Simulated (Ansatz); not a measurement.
For PtSb (model structure, started from the CsCl type, Pm-3m, No. 221, 2 atoms in the cell), LDA (plane waves, PAW; Ansatz, an electronic-structure program) gives:

| Quantity | Result |
|---|---|
| lattice parameter a | 3.350 Å |
| bulk modulus B0 | 156 GPa |
| cohesive energy | 5.44 eV/atom |

**Question.** What does r²SCAN (Ansatz, plane waves, PAW) give for the same quantities?

**Answer.** 
- lattice constant a: 3.398 Å (rises by 1.4 %)
- bulk modulus: 138 GPa (decreases by 12 %)
- cohesive energy: 4.10 eV/atom (decreases by 1.34 eV/atom)

Changes are worked out from the printed values.

Unless a cell is named, each level is at its own relaxed cell (LDA 18.79, r²SCAN 19.61 Å³/atom).

Levels without +SOC leave out spin–orbit coupling, which shifts energies and cells of such heavy elements.

The crystal itself was run without spin with LDA, r²SCAN; a magnetic state was not tried in these runs.

Caveats: the bulk modulus is −V dP/dV from two relaxed cells at ±2 % in volume (LDA, r²SCAN). Ansatz's density-functional and Hartree–Fock values are scalar-relativistic unless marked +SOC, with PAW data made under PBE.

A model structure was made by putting elements into a prototype or built by hand; it is no filed structure, need not be a known phase, and can be a saddle point held by its symmetry.
